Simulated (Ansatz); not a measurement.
Consider Ce in the fcc (Cu type) structure (space group Fm-3m, No. 225; a = 4.664 Å).

Calculations: r2SCAN (Ansatz, a quantum-chemistry and plane-wave program), scalar-relativistic without spin-orbit coupling, earlier PAW set.

Base values:

* **Lattice parameter a**: 4.664 Å
* **Band gap**: zero

It is then changed as follows: full substitution Ce → Ba, then cell and atoms are relaxed.

Tabulated Pauling electronegativity and covalent radius: Ce 1.12, 2.04 Å; Ba 0.89, 2.15 Å.

Question: What does the calculation give for the lattice parameter a and band gap after the change?

Answer: The lattice parameter a grows by 1.7901 Å, from 4.664 Å to 6.455 Å; the band gap stays zero.

The 4f electrons are in the valence with no U and their state was not checked, so volumes and moments can be off. No phonon test of stability was made. For Ba in this form, whether it has been made was not checked. Seeded moments were not kept for the base. All final runs are without spin polarisation. This is not the structure that Ba has at room temperature and ambient pressure.
